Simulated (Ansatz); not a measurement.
Start from FeSb₂ (space group Pnnm, No. 58; a = 5.7730 Å, b = 6.4294 Å, c = 3.1190 Å; non-magnetic).

Computed with PBEsol, PAW, 420 eV (Ansatz, an electronic-structure program; scalar-relativistic without spin-orbit coupling).

One change was made to it. Results:

The density increases by 0.49 g/cm³ (8.59 g/cm³ → 9.08 g/cm³); the shortest interatomic distance shrinks by 0.047 Å to 2.479 Å; the band gap remains zero.

What was done to the base?
A) pressure 0.7 GPa
B) pressure 0.3 GPa
C) pressure 3 GPa
D) pressure 7.5 GPa
E) pressure 1.5 GPa

D, pressure 7.5 GPa. For comparison, the density in the other runs: pressure 1.5 GPa gives 8.70 g/cm³; pressure 0.7 GPa gives 8.64 g/cm³; pressure 3 GPa gives 8.80 g/cm³; pressure 0.3 GPa gives 8.61 g/cm³.

With Sb present, leaving out spin-orbit coupling can change the band edges. Load acts through the strain it causes; cell and atoms are relaxed under it. Whether these cells are dynamically stable was not tested. No other phases were tried under pressure. Starting moments died away, wholly or in part, for the base; another magnetic solution may exist. The base started in Pnn2 and relaxed to Pnnm at this level. The final runs are not spin-polarised. The zero or small gap of FeSb2 can change with the level of theory.
